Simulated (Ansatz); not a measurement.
An Ansatz (a program for electronic structure) run: InSb with a change (biaxial strain +0.83 %, plane normal [111], relaxed out of plane); LDA (Ansatz; PAW; 420 eV plane waves; spin-orbit coupling left out).

Input:

Ansatz 0.2 input:
```yaml
crystal:
  lattice:
    - [4.5984736997, 0, 0]
    - [2.2992368498, 3.9823950426, 0]
    - [2.2992368498, -1.3274650142, 3.7082776013]
  atoms:
    - { symbol: In, position: [0, 0, 0] }
    - { symbol: Sb, position: [0.5, 0.25, 0.75] }
basis: { ecutwfc: 420, ecutrho_ratio: 4, xc_grid: 2, fft_grid_basis: typed }
kpoints: { mp_grid: { grid: [13, 13, 13] } }
hamiltonian:
  xc: lda
  dispersion: none
  pseudopotentials: { kind: paw }
scf: { occupations: { method: fermi_dirac, width: 0.05 } }
relax: { f_tol: 0.005, max_steps: 50, cell: { stress_tol: 0.01, fix: [a, b, gamma] } }
output: { forces: true, stress: true }
checkpoint: { write: state.ck, write_every: 1000 }
```

Output (explanatory and most iteration lines left out):

```
Relaxation: its limit of steps is 50 (relax.max_steps)
Pseudopotential: In, paw, valence charge 13
Pseudopotential: Sb, paw, valence charge 15
Crystal: 2 atoms, lattice volume = 67.909 Å³
Basis set: ecut = 420 eV, 1351 PW (Γ), exchange–correlation on 64×64×64 points (8 copies of the dense FFT grid, shifted against one another)
Bands: 18, of which v1, the nominal top of the filled ones, is band 14 counted from 1 (13 counted from 0)
Symmetry: 6 space group operations
Space group: R3m (ITA 160), of the structure as read, at distance tolerance 4.1e-5 Å
k-points: 231 of 2197 (time reversal used)
Functional: x = slater, c = lda
SCF iter   1: F=—  HF=-11793.164143 eV  |F-HF|=—  |Δ(HF+E_count)|=         —  Δρ=6.94e-3  dr2=2.15e-2  ethr=1.77e-3  ⟨swp⟩=6.1  Hψ=22692  notcnv=0
SCF iter   2: F=—  HF=-11793.155619 eV  |F-HF|=—  |Δ(HF+E_count)|=   8.52e-3  Δρ=2.27e-3  dr2=1.43e-3  ethr=7.69e-5  ⟨swp⟩=2.9  Hψ=10050  notcnv=0
SCF 1 converged in 6 iterations: F = -11793.155604 eV  dr2 = 3.66e-9
relax step   1: F+E_penalty+E_count = -11793.15560443 eV  Δ(F+E_penalty+E_count) = +0.000e0 eV  max|allowed force component| = 1.083e-1 eV/Å  Δτ_max = 0.0000 Å  P = -0.546 GPa  Ω = 67.909 Å³  fix = [a, b, gamma]  reactions: a -0.947, b -0.947 GPa  (6 SCF iters, dr2 threshold 1.00e-7 eV, accepted)
[... steps on the carried basis left out ...]
relax step   4: F+E_penalty+E_count = -11793.15647163 eV  Δ(F+E_penalty+E_count) = -7.577e-7 eV  max|allowed force component| = 1.912e-6 eV/Å  Δτ_max = 0.0002 Å  P = -0.516 GPa  Ω = 67.842 Å³  energy of the carried Pulay correction = +1.082e-5 eV  fix = [a, b, gamma]  reactions: a -0.773, b -0.773 GPa  (4 SCF iters, dr2 threshold 3.02e-10 eV, accepted)
Crystal: 2 atoms, lattice volume = 67.842 Å³
SCF iter   1: F=—  HF=-11793.156460 eV  |F-HF|=—  |Δ(HF+E_count)|=         —  Δρ=1.56e-6  dr2=1.52e-9  ethr=5.56e-7  ⟨swp⟩=3.0  Hψ=32706  notcnv=0
SCF iter   2: F=—  HF=-11793.156460 eV  |F-HF|=—  |Δ(HF+E_count)|=   1.57e-8  Δρ=1.42e-6  dr2=1.74e-9  ethr=5.44e-12  ⟨swp⟩=3.9  Hψ=11086  notcnv=0
SCF 5 converged in 6 iterations: F = -11793.156460 eV  dr2 = 3.22e-13
SCF converged after 6 iterations
Free energy (F): -11793.156460 eV
Internal energy: -11793.156254 eV  (E = F + TS)
E sigma→0 (E₀):  -11793.156357 eV
Entropy (-TS):   -0.000206 eV (-0.103 meV/atom)
Fermi energy:    7.200735 eV
--- Forces (eV/Å), atoms counted from 1 ---
  atom   1  In     0.00000000     0.00000000    -0.00000334
  atom   2  Sb    -0.00000000     0.00000000     0.00000335
--- Stress (GPa, compression-positive) ---
       -0.773372       0.000000      -0.000000
        0.000000      -0.773372       0.000000
       -0.000000       0.000000      -0.000792
  P = ⅓ Tr σ = -0.5158 GPa (-5.158 kbar)
--- Relaxed structure (4 steps of the walk, 3 accepted, 1 SCFs on fresh bases) ---
  cell:  # Å, volume = 67.8420 Å³
    - [4.598473699714542, 2.886761878298657e-11, 4.133536649478834e-11]
    - [2.299236849832271, 3.982395042601841, 2.0667563390854963e-11]
    - [2.299236849832304, -1.3274650141813686, 3.7045923140167436]
  atoms:
    - { symbol: In, position: [0.001521306714634356, -0.0007606533573171781, -0.002281960071951534] }
    - { symbol: Sb, position: [0.49847869328536554, 0.25076065335731723, 0.7522819600719517] }
```

With Sb present, leaving out spin-orbit coupling can change the band edges. Stability against distortions was not tested. All final runs are without spin polarisation. The cell was made from InSb in the zinc blende structure (space group F-43m, No. 216) by this change: biaxial strain +0.83 %, plane normal [111], relaxed out of plane.
